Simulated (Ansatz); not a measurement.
Cost and result by functional for the surface energy of the (10-13) surface of hcp Tl in its 1x1 cell, outermost plane spacing 1.34 Å in the ideal cut (one of several cuts of this face), in Ansatz (plane waves, PAW). Single points on the PBE structure, on one kind of machine; costs are rough ratios of the slab run's core time (references not counted) to the cheapest single point. r2SCAN's cost holds its higher cutoff (500 against 420 eV). Differences are taken against r2SCAN for comparison alone: no measured value is at hand, so the table doesn't rank accuracy.

Slab: 14 atoms, 11.0 Å thick at the start; k 11x4x1, smearing 0.1 eV, dipole-corrected; all atoms relaxed; held to the part of the start's symmetry that mesh and held atoms allow; no spin, no spin-orbit, no U. These notes are the PBE run's.

```tsv
functional	relative cost	surface energy (J/m²)	less r2SCAN (J/m²)
LDA	1	0.45	0.08
PBEsol	1	0.39	0.02
RPBE	1	0.20	-0.17
r2SCAN	2	0.37	0.00
PBE (the relaxed run's value)	–	0.30	-0.07
```

The values span 0.25 J/m², while the single points' costs differ by a factor of roughly 2. Differences are of unrounded values.

Ansatz is a quantum-chemistry and plane-wave program.
